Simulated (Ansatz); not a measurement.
The reference is KMgF₃ in the cubic perovskite structure (space group Pm-3m, No. 221).

```yaml
crystal:
  lattice:
    - [3.99133, 0.00000, 0.00000]
    - [0.00000, 3.99133, 0.00000]
    - [0.00000, 0.00000, 3.99133]
  atoms:
    - { symbol: K, position: [0.00000, 0.00000, 0.00000] }
    - { symbol: Mg, position: [0.50000, 0.50000, 0.50000] }
    - { symbol: F, position: [0.50000, 0.00000, 0.50000] }
    - { symbol: F, position: [0.00000, 0.50000, 0.50000] }
    - { symbol: F, position: [0.50000, 0.50000, 0.00000] }
```

Cartesian axes are those of the cell as printed.

Level of theory: Ansatz (a quantum-chemistry and plane-wave program), PBEsol, PAW, cutoff 420 eV, scalar-relativistic without spin-orbit coupling.

Before the change:

- Band gap = 7.12 eV
- Electron mass = 0.51 mₑ (at Γ)

Modification: biaxial strain +2.00 %, plane normal [111], relaxed out of plane (Cartesian); in-plane vectors clamped, the third vector and the atoms free.

**Question.** Predict the new band gap.

**Answer.** The band gap decreases by 0.22 eV (7.12 eV → 6.90 eV).

**Question.** What happens to the energy relative to the base?

**Answer.** The energy grows by 4.5 meV/atom.

**Question.** What does the calculation give for the electron mass after the change?

**Answer.** The electron mass is still 0.51 mₑ (at Γ).

**Question.** Predict the new out-of-plane strain.

**Answer.** The out-of-plane strain comes out as -1.21 %.

Masses are band curvatures over ±0.01 Å⁻¹ around the edge. Whether these cells are dynamically stable was not tested.
